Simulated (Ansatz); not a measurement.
MgS, pressure series

The reference is MgS in the rock salt structure (space group Fm-3m, No. 225; a = 5.203 Å).

Cell and atoms are relaxed at each pressure.

Computed with r2SCAN, PAW, 500 eV (Ansatz, a program for electronic structure; no spin-orbit coupling).

Candidates:
(a) pressure 3 GPa
(b) pressure 10 GPa
(c) pressure 1.5 GPa

For the base:

```
Property   Result
--------  -------
Band gap  3.46 eV
```

**Question.** Order them by band gap, highest first.

**Answer.** (b) pressure 10 GPa (3.67 eV), (a) pressure 3 GPa (3.54 eV), (c) pressure 1.5 GPa (3.50 eV)

Load acts through the strain it causes; cell and atoms are relaxed under it. No phonon test of stability was made. Competing high-pressure phases were not computed.
